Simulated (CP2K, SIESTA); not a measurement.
A SIESTA input for a self-consistent single point of Sc (P6_3/mmc, 2 atoms in the cell) (DFT, GGA PBE, numerical atomic orbitals TZP, PseudoDojo PBE standard norm-conserving potentials (rewritten from UPF to PSML)):

```
# files in the folder: Sc.psml (PseudoDojo PBE standard)
SystemName  Sc
SystemLabel sc

NumberOfAtoms                2
NumberOfSpecies              1
%block ChemicalSpeciesLabel
  1 21 Sc
%endblock ChemicalSpeciesLabel
LatticeConstant              1.0 Ang
%block LatticeVectors
     1.655000000   -2.866544090    0.000000000
     1.655000000    2.866544090    0.000000000
     0.000000000    0.000000000    5.270000000
%endblock LatticeVectors
AtomicCoordinatesFormat      Fractional
%block AtomicCoordinatesAndAtomicSpecies
     0.333333330    0.666666670    0.250000000  1
     0.666666670    0.333333330    0.750000000  1
%endblock AtomicCoordinatesAndAtomicSpecies

XC.functional                GGA
XC.authors                   PBE
PAO.BasisSize                TZP
PAO.EnergyShift              0.005 Ry
MeshCutoff                   400 Ry
%block kgrid.MonkhorstPack
   11   0   0  0.0
    0  11   0  0.0
    0   0   6  0.0
%endblock kgrid.MonkhorstPack
OccupationFunction           FD
ElectronicTemperature        0.1 eV

MaxSCFIterations             150
SCF.Mixer.Method             Broyden
SCF.Mixer.Weight             0.2
SCF.Mixer.History            6
SCF.DM.Tolerance             1.0E-04
Diag.ParallelOverK           true
WriteForces                  true
Charge.Mulliken              end
```

Q: Translate this input to CP2K.

A: One input that does it (others would too):

```
&GLOBAL
  PROJECT bulk
  RUN_TYPE ENERGY_FORCE
  PRINT_LEVEL LOW
&END GLOBAL
&FORCE_EVAL
  METHOD Quickstep
  STRESS_TENSOR ANALYTICAL
  &DFT
    BASIS_SET_FILE_NAME BASIS_MOLOPT_UCL
    POTENTIAL_FILE_NAME GTH_POTENTIALS
    &QS
      METHOD GPW
      EPS_DEFAULT 1E-10
    &END QS
    &MGRID
      CUTOFF 600
      REL_CUTOFF 50
      NGRIDS 5
    &END MGRID
    &SCF
      SCF_GUESS ATOMIC
      EPS_SCF 1E-6
      MAX_SCF 100
      ADDED_MOS 5
      &DIAGONALIZATION
        ALGORITHM STANDARD
      &END DIAGONALIZATION
      &MIXING
        METHOD BROYDEN_MIXING
        ALPHA 0.2
        NBUFFER 12
        BETA 1.5
      &END MIXING
      &SMEAR ON
        METHOD FERMI_DIRAC
        ELECTRONIC_TEMPERATURE [K] 1160.45
      &END SMEAR
    &END SCF
    &KPOINTS
      SCHEME MONKHORST-PACK 11 11 6
      GAMMA_CENTERED T
    &END KPOINTS
    &XC
      &XC_FUNCTIONAL PBE
      &END XC_FUNCTIONAL
    &END XC
    &PRINT
      &MO
        EIGENVALUES T
        OCCUPATION_NUMBERS T
        NDIGITS 8
        FILENAME mo
        &EACH
          QS_SCF 0
        &END EACH
        ADD_LAST NUMERIC
      &END MO
      &MULLIKEN OFF
      &END MULLIKEN
    &END PRINT
  &END DFT
  &SUBSYS
    &CELL
      A 3.31000000 0.00000000 0.00000000
      B -1.65500000 2.86654400 0.00000000
      C 0.00000000 0.00000000 5.27000000
      PERIODIC XYZ
    &END CELL
    &COORD
      SCALED
      Sc       0.33333333     0.66666667     0.25000000
      Sc       0.66666667     0.33333333     0.75000000
    &END COORD
    &KIND Sc
      BASIS_SET TZVP-MOLOPT-SR-GTH-q11
      POTENTIAL GTH-PBE-q11
    &END KIND
  &END SUBSYS
  &PRINT
    &FORCES ON
    &END FORCES
    &STRESS_TENSOR ON
    &END STRESS_TENSOR
  &END PRINT
&END FORCE_EVAL
```

Basis settings and potentials, where a program has them, do not carry over. This input uses DFT PBE, GPW, TZVP-MOLOPT-SR-GTH basis, GTH-PBE potentials (GTH_POTENTIALS). Both were run: pressure -1.11 GPa in SIESTA and -0.52 in CP2K.

On CP2K: the starting cell has typed, rounded lattice constants, without a prior relaxation at this level. Values carry the incompleteness of an atom-centred basis.

On SIESTA: the starting cell has typed, rounded lattice constants, without a prior relaxation at this level. Values carry the incompleteness of an atom-centred basis.
